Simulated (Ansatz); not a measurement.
# What P → Sb does to hypothetical CsCl type TiP

The parent structure is TiP in the CsCl type structure (space group Pm-3m, No. 221; a = 3.0713 Å; a hypothetical phase, not in the database extracts checked).

One thing is altered: full substitution P → Sb, then cell and atoms are relaxed.

Method: r2SCAN/PAW in Ansatz (a first-principles code), scalar-relativistic without spin-orbit coupling. Settings: 14×14×14 k-points, 0.05 eV Fermi–Dirac smearing, for the changed cell.

| quantity | base | changed | shift |
|---|---|---|---|
| volume per atom | 14.48 Å³ | 19.74 Å³ | +5.253 Å³ |
| shortest interatomic distance | 2.660 Å | 2.949 Å | +0.289 Å |
| band gap | zero | zero | – |

Final structure:

```
CELL_PARAMETERS angstrom
      3.40497     0.00000     0.00000
      0.00000     3.40497     0.00000
      0.00000     0.00000     3.40497
ATOMIC_POSITIONS crystal
  Ti 0.00000 0.00000 0.00000
  Sb 0.50000 0.50000 0.50000
```

No phonon test of stability was made. As relaxed here, TiSb is a hypothetical phase, not in the database extracts checked. All final runs are without spin polarisation. An odd electron count without spin: TiSb and TiP. TiSb and TiP have a high density of states at the Fermi level and may be magnetic at this level.
